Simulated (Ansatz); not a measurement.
# A computed series for MoSi2: response to strain

Base system: MoSi2 (space group I4/mmm, No. 139; a = 3.217 Å, c = 7.875 Å; relaxed with 0.1 eV smearing). Axes: x, y, z lie along a, b, c of the conventional cell.

Strains are applied to the cell and any free atomic positions relax; under biaxial strain the out-of-plane vector relaxes too.

Level of theory: plane-wave PAW DFT at the PBE level (Ansatz, an electronic-structure program, 420 eV), no spin-orbit coupling.

```csv
"biaxial strain, plane normal [001], relaxed out of plane (%)",out-of-plane strain (%)
-3,1.27
-2.5,?
-2,0.80
-1.5,0.58
-1,0.38
-0.5,0.18
0,0.00
```

Fit ε⊥ = −νε + γε² (strains in %) to the rows shown and predict the withheld row.

Least squares on the printed values gives ν = 0.35 (the biaxial Poisson response) and γ = 0.023 (largest residual 0.00 %); this predicts 1.03 %, and the run gives 1.03 %, in agreement.

No phonon test of stability was made. The final runs are not spin-polarised.
